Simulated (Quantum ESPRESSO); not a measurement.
Worked example: self-consistent single point of Al (Fm-3m, 1 atom in the cell) in Quantum ESPRESSO.

Computed with LDA (PZ), PSlibrary PAW (LDA) pseudopotentials (plane waves; Quantum ESPRESSO).

```
Al
1.0
    0.00000     2.00272     2.00272
    2.00272     0.00000     2.00272
    2.00272     2.00272     0.00000
Al
1
Cartesian
  0.00000   0.00000   0.00000
```

Reference input (self-consistent single point, DFT, PBE, plane waves, PSlibrary PAW (PBE) pseudopotentials): ecutwfc = 35 Ry; ecutrho = 210 Ry; occupations = smearing; smearing = fermi-dirac; degauss = 0.0073499 Ry; potentials = {Al: Al.pbe-n-kjpaw_psl.1.0.0.UPF}; K_POINTS = automatic 14 14 14 0 0 0; conv_thr = 1e-08 Ry. This run's input differs from it in these lines:

```diff
@@ -22,3 +22,3 @@
 ATOMIC_SPECIES
-Al    26.9815  Al.pbe-n-kjpaw_psl.1.0.0.UPF
+Al    26.9815  Al.pz-n-kjpaw_psl.1.0.0.UPF
 CELL_PARAMETERS {bohr}
```

Log, with long lists cut:

```
     Self-consistent Calculation

     iteration #  1     ecut=    35.00 Ry     beta= 0.70

     Threshold (ethr) on eigenvalues was too large:
     Diagonalizing with lowered threshold

     total energy              =     -37.60866527 Ry
     estimated scf accuracy    <       0.00529792 Ry

     iteration #  2     ecut=    35.00 Ry     beta= 0.70

     total energy              =     -37.60861767 Ry
     estimated scf accuracy    <       0.00035223 Ry

     iteration #  3     ecut=    35.00 Ry     beta= 0.70

     total energy              =     -37.60862663 Ry
     estimated scf accuracy    <       0.00000050 Ry

     iteration #  4     ecut=    35.00 Ry     beta= 0.70
     End of self-consistent calculation

     Number of k-points >= 100: set verbosity='high' to print the bands.

     the Fermi energy is     7.9465 ev

!    total energy              =     -37.60862728 Ry
     estimated scf accuracy    <          6.3E-09 Ry
     smearing contrib. (-TS)   =      -0.00114549 Ry
     internal energy E=F+TS    =     -37.60748179 Ry

     convergence has been achieved in   4 iterations

     Forces acting on atoms (cartesian axes, Ry/au):

     atom    1 type  1   force =     0.00000000    0.00000000    0.00000000

     Total force =     0.000000     Total SCF correction =     0.000000

          total   stress  (Ry/bohr**3)                   (kbar)     P=      -14.60
  -0.00009925  -0.00000000   0.00000000          -14.60       -0.00        0.00
  -0.00000000  -0.00009925  -0.00000000           -0.00      -14.60       -0.00
   0.00000000  -0.00000000  -0.00009925            0.00       -0.00      -14.60

   JOB DONE.
```

The run converged in 4 iterations. Against the reference run the pressure goes from 1.99 to -1.46 GPa.

The starting cell has typed, rounded lattice constants, without a prior relaxation at this level. Its lattice was rescaled by a random factor within 2.5 % of one.
